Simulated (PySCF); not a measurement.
PySCF 2.14.0, HF/def2-svp, df: Hf(O)(NMe2)(Me) (C[N](C)[Hf]([CH3])=[O]), 15 atoms. The geometry is a generated start, not checked to be a minimum at this level.

```yaml
task: energy
method: hf
basis: def2-svp
two_electron_scheme: density fitting
mol.max_memory: 3000 MB
mf.max_cycle: 100
mf.conv_tol: 1e-09 (default)
effective_core_potentials: those of the basis set, past Kr
basis_functions: 147
```

```xyz
15

Hf     0.2848     0.1615    -1.3420
O      1.9514     0.3007    -0.8618
N     -0.5035    -1.0125     0.1024
C     -0.4486    -0.1677     1.2866
C      0.4159    -2.1345     0.2756
H     -0.7038    -0.7474     2.1822
H      0.5685     0.2626     1.4266
H     -1.1785     0.6459     1.1899
H      1.4453    -1.7798     0.4658
H      0.1009    -2.7546     1.1270
H      0.4070    -2.7593    -0.6249
C     -0.4986     2.2182    -1.3381
H     -1.4732     2.2623    -0.8383
H     -0.5914     2.7122    -2.3114
H      0.2239     2.7925    -0.7398
```

Charge 0 and multiplicity 1 are set for this test and not shown to be the ground state.

With the defaults (mf.diis = true, mf.level_shift = 0, mf.DIIS = CDIIS, mf.diis_damp = 0, mf.diis_space = 8, mf.init_guess = minao, mf.damp = 0, mf.diis_start_cycle = 1) it converges in 15 Fock builds. One run each on 2 threads, 1 BLAS thread, with these changes:
- mf.init_guess = 1e
- mf.diis = false
- mf.diis_space = 5
- mf.diis_damp = 0.3
- mf.level_shift = 0.3 Hartree
- mf.level_shift = 0.1 Hartree
- mf.DIIS = EDIIS
- mf.diis = false, mf.damp = 0.7, mf.diis_start_cycle = 999
- mf.diis_space = 20

Which of these changes keep the SCF from converging, or lead it to another solution?

No convergence: mf.diis = false (the run ends without SCF convergence in 100 cycles). The rest reach the solution of the defaults.

```
setting                                                    Fock builds             end
---------------------------------------------------------  -----------  --------------
the defaults                                                        15   same solution
mf.diis_damp = 0.3                                                  15   same solution
mf.level_shift = 0.1 Hartree                                        15   same solution
mf.diis_space = 20                                                  15   same solution
mf.diis_space = 5                                                   16   same solution
mf.level_shift = 0.3 Hartree                                        19   same solution
mf.init_guess = 1e                                                  20   same solution
mf.diis = false, mf.damp = 0.7, mf.diis_start_cycle = 999           57   same solution
mf.DIIS = EDIIS                                                     63   same solution
mf.diis = false                                                    101  no convergence
```
